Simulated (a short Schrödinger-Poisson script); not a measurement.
**MOS inversion layer, SiO2 on p-type Si(110)**

Structure: MOS inversion layer, SiO2 on p-type Si(110), at 300 K.

| layer | material | thickness (nm) | Na (cm⁻³) |
|---|---|---|---|
| 1 | SiO2 | 1.7 | - |
| 2 | Si | 380 | 1.3e18 |

Constants are typed, rounded textbook-type inputs, not results; the design itself was drawn at random and stands for no fabricated device. SiO2: permittivity 3.9, conduction-band edge (eV) 3.15, gap (eV) 9, electron mass (mₑ) 0.5. Si: permittivity 11.7, conduction-band edge (eV) 0, gap (eV) 1.124, Nv at 300 K (cm⁻³) 3.1e19.

Channel valleys (confinement mass, in-plane density-of-states mass, number): Δ4 0.315, 0.324, 4; Δ2 0.19, 0.417, 2. At the gate the conduction-band edge of layer 1 lies 3.34 eV − eVg above the Fermi level of the channel; the field vanishes at the back. Gaps are held at their typed values at every temperature. Mesh 0.03 nm at interfaces.

Solved with a short Schrödinger-Poisson script written for these runs: 1D Poisson equation in equilibrium, electrons quantum, Hartree (BenDaniel-Duke, 12 states a valley, the channel's in-plane mass for all, wave functions free to enter the dielectric), parabolic valleys, classical holes, full ionisation, no traps, pinning or gate leakage.

| Vg (V) | electrons (cm⁻²) | C (μF/cm²) | Δ4 E0 (meV) | Δ4 E1 (meV) | Δ2 E0 (meV) | Δ2 E1 (meV) |
|---|---|---|---|---|---|---|
| 0.2 | 1.69e6 | 0.320 | 418.7 | 533.4 | 439.6 | 573.7 |
| 0.25 | 7.71e6 | 0.313 | 379.2 | 496.5 | 400.6 | 537.7 |
| 0.3 | 3.56e7 | 0.306 | 339.6 | 459.3 | 361.2 | 501.3 |
| 0.35 | 1.66e8 | 0.300 | 299.6 | 421.7 | 321.7 | 464.6 |
| 0.4 | 7.82e8 | 0.297 | 259.5 | 383.9 | 281.9 | 427.6 |
| 0.45 | 3.69e9 | 0.303 | 219.4 | 345.9 | 242.0 | 390.4 |
| 0.5 | 1.70e10 | 0.349 | 179.8 | 308.5 | 202.8 | 353.7 |
| 0.55 | 6.97e10 | 0.517 | 143.2 | 274.0 | 166.5 | 319.9 |
| 0.6 | 2.16e11 | 0.818 | 113.8 | 246.6 | 137.4 | 293.0 |
| 0.65 | 4.76e11 | 1.08 | 93.1 | 227.9 | 117.1 | 274.8 |
| 0.7 | 8.18e11 | 1.25 | 78.8 | 215.6 | 103.2 | 262.7 |
| 0.75 | 1.21e12 | 1.36 | 68.3 | 207.1 | 93.1 | 254.5 |
| 0.8 | 1.63e12 | 1.42 | 60.2 | 200.8 | 85.3 | 248.4 |
| 0.85 | 2.08e12 | 1.47 | 53.6 | 196.1 | 79.1 | 243.9 |
| 0.9 | 2.54e12 | 1.51 | 48.0 | 192.4 | 73.9 | 240.3 |
| 0.95 | 3.01e12 | 1.54 | 43.2 | 189.4 | 69.5 | 237.5 |
| 1 | 3.49e12 | 1.56 | 39.0 | 187.0 | 65.6 | 235.2 |
| 1.05 | 3.98e12 | 1.58 | 35.2 | 184.9 | 62.2 | 233.3 |
| 1.1 | 4.47e12 | 1.59 | 31.8 | 183.2 | 59.1 | 231.7 |
| 1.15 | 4.97e12 | 1.61 | 28.7 | 181.8 | 56.3 | 230.3 |
| 1.2 | 5.48e12 | 1.62 | 25.7 | 180.6 | 53.7 | 229.2 |

Subbands count from the Fermi level.
